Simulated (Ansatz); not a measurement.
Consider Au in the fcc (Cu type) structure (space group Fm-3m, No. 225; a = 4.1245 Å; relaxed with 0.1 eV smearing). Axes: x, y, z lie along the cube axes.

Calculations: r2SCAN/PAW in Ansatz (a program for electronic structure), without spin-orbit coupling.

Base values:

Pressure: 0.0 GPa

Perturbation: biaxial strain +2.50 %, plane normal [001], relaxed out of plane (Cartesian); in-plane vectors clamped, the third vector and the atoms free.

**Question.** How does this affect the pressure?

**Answer.** The pressure (mean of the normal stresses, compression positive) goes from zero to -0.6 GPa.

**Question.** How does this affect the ratio −ε⊥/ε∥?

**Answer.** The ratio −ε⊥/ε∥ amounts to 1.76.

**Question.** What happens to the energy relative to the base?

**Answer.** The energy increases by 2.5 meV/atom.

Stability against distortions was not tested.
